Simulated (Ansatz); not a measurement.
Band structure of RbCl (Fm-3m, 2 atoms in the cell).

```yaml
crystal:
  lattice:
    - [0.00000, 3.22764, 3.22764]
    - [3.22764, 0.00000, 3.22764]
    - [3.22764, 3.22764, 0.00000]
  atoms:
    - { symbol: Rb, position: [0.00000, 0.00000, 0.00000] }
    - { symbol: Cl, position: [0.50000, 0.50000, 0.50000] }
```

Level of theory: PBE (plane waves, PAW; Ansatz, an electronic-structure program).

Settings: kpoints.mp_grid.grid = 9 9 9; hamiltonian.xc = pbe; hamiltonian.pseudopotentials = {kind: paw} (the program's default PAW files); scf.occupations.method = fermi_dirac; scf.occupations.width = 0.01 eV; kpoints.band_path.npoints = 8.

The starting cell comes from a database of computed structures (which also holds hypothetical and non-ambient phases and stackings), without a prior relaxation at this level. Its lattice was rescaled by a random factor within 2.5 % of one.

### Question
Predict the gap along the standard path and the places of the band edges.

### Answer
The gap along the path is 5.19 eV, direct at Γ to within 0.01 eV.

Levels in eV from the top of the valence band on the path, bands 5 to 11:
```csv
point,5,6,7,8,9,10,11
Γ,-7.83,0.00,0.00,0.00,5.19,8.02,8.02
X,-7.96,-0.31,-0.09,-0.09,6.16,8.33,10.04
W,-7.81,-0.50,-0.23,-0.23,7.74,7.74,9.61
K,-7.90,-0.43,-0.27,-0.24,6.97,8.90,9.38
L,-7.79,-0.95,-0.39,-0.39,7.94,8.19,10.37
U,-7.90,-0.43,-0.27,-0.24,6.97,8.90,9.38
```

Keys are those of Ansatz 0.2.
